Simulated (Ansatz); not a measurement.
Consider NaF in the rock salt structure (space group Fm-3m, No. 225; a = 4.629 Å). Axes: x, y, z lie along the cube axes.

Calculations: PBEsol/PAW in Ansatz (a first-principles code), no spin-orbit coupling.

Base values:

```
Quantity             Value
-------------  -----------
Band gap           6.20 eV
Gap character  direct at Γ
Pressure          0.00 GPa
```

The change: the cell is compressed by 1.00 % along z with no lateral relaxation; the atoms relax in the strained cell.

Question: What happens to the band gap, gap character and pressure?

Answer: The band gap grows by 0.05 eV (6.20 eV → 6.25 eV); the gap character stays direct at Γ; the pressure (mean of the normal stresses, compression positive) goes from zero to 0.51 GPa.

Whether these cells are dynamically stable was not tested. k-point labels follow each cell's own Brillouin zone.
